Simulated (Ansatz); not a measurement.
Al interstitial in beta Si3N4 (start: void with 6N6Si nearest; 84-site cell, 2×2×2 shifted sampling). Method: PBE, PAW (plane waves to 420 eV; Ansatz, a first-principles code). Total energies of the localised charge states, counted from that of charge +3, and their image corrections (point charge with alignment); the host's valence-band maximum lies at 8.028 eV on the cells' energy zero and its gap is 4.25 eV.

```
charge         moment (μB)  E − E(first) (eV)  correction (eV)
------  ------------------  -----------------  ---------------
+3      not spin-polarised              0.000            2.606
+2                     1.0              9.905            1.281
+1      not spin-polarised             19.846            0.429
0                      1.0             31.709            0.002
```

### Question
Derive the transition levels above the valence-band maximum and say which of them are thermodynamic.

### Answer
A level is the Fermi energy at which two charges have equal formation energy: ε(q/q′) = [E(q′) + corr(q′) − E(q) − corr(q)] / (q − q′) − E_VBM.
ε(+3/+2) = [(9.905 + 1.281) − (0.000 + 2.606)] / 1 − 8.028 = 0.55 eV
ε(+2/+1) = [(19.846 + 0.429) − (9.905 + 1.281)] / 1 − 8.028 = 1.06 eV
ε(+1/0) = [(31.709 + 0.002) − (19.846 + 0.429)] / 1 − 8.028 = 3.41 eV
Thermodynamic levels at least 0.1 eV inside the gap: (+3/+2) at 0.55 eV; (+2/+1) at 1.06 eV; (+1/0) at 3.41 eV. Corrections reach 2.61 eV, so the outer levels may be off by several tenths of an eV. Only the charges listed were compared. The geometries come from one start. Flagged in the runs: a host whose relaxation on this sampling wasn't shown to rest.
